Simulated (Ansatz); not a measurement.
The structure below was relaxed with r2SCAN+rVV10, PAW, 500 eV (Ansatz, a program for electronic structure; no spin-orbit coupling), at pressure 2.1 GPa.

```xyz
3
Lattice="3.7949 0.0000 0.0000 -1.8975 3.2865 0.0000 0.0000 0.0000 5.9573" Properties=species:S:1:pos:R:3 pbc="T T T"
Sn     0.0000     0.0000     0.0000
Se     0.0000     2.1910     1.5745
Se     1.8975     1.0955     4.3828
```

Problem. Find the space group and the Wyckoff positions.

Solution. Space group P-3m1 (No. 164); a = b = 3.795 Å, c = 5.957 Å, α = β = 90.00°, γ = 120.00°

```tsv
atom	site	symmetry	x	y	z
Sn	1a	-3m.	0.0000	0.0000	0.0000
Se	2d	3m.	0.3333	0.6667	0.2643
```

Problem. Describe the coordination.

Solution. The crystal has 3 atoms in its conventional cell. Conventional cell: a = b = 3.795 Å, c = 5.957 Å, α = β = 90.00°, γ = 120.00°. Sn has 6 Se at 2.698 Å (octahedral). Se is coordinated by 3 Sn at 2.698 Å (trigonal pyramidal). (Neighbours: up to the widest gap in distance over summed covalent radii, below 1.35, at either atom; cation-cation and far metal-metal contacts left out.)

Load acts through the strain it causes; cell and atoms are relaxed under it. Stability against distortions was not tested. The cell was made from SnSe$_{2}$ in the CdI2 type structure (space group P-3m1, No. 164; layered, stacked along the Cartesian z axis) by this change: pressure 2.1 GPa.
